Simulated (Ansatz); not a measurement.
Start from Y in the hcp (Mg type) structure (space group P6_3/mmc, No. 194; relaxed with 0.1 eV smearing).

Y has the hexagonal space group P6₃/mmc (No. 194), the hcp (Mg type) structure, Pearson symbol hP2. Cell: a = b = 3.681 Å, c = 5.721 Å, α = β = 90.00°, γ = 120.00°. Y on 2d is coordinated by 12 Y at 3.564–3.681 Å (anticuboctahedral). (Neighbours: up to the widest gap in distance over summed covalent radii, below 1.35, at either atom.)

Calculations: Kohn–Sham DFT with the r2SCAN functional, run in Ansatz (a quantum-chemistry and plane-wave program) with PAW and 500 eV plane waves, spin-orbit coupling left out, earlier PAW set.

Base values:

```
Quantity    Value
--------  -------
Pressure  0.0 GPa
```

Modification: every lattice vector is stretched by 5.32 %, atoms relaxed at fixed cell.

### Question
What does the calculation give for the pressure after the change?

### Answer
The pressure (mean of the normal stresses, compression positive) goes from zero to -4.9 GPa.

### Question
Estimate the effect on the energy relative to the base.

### Answer
The energy rises by 96 meV/atom.

The cells carry an imposed strain or load. Whether these cells are dynamically stable was not tested. All final runs are without spin polarisation.
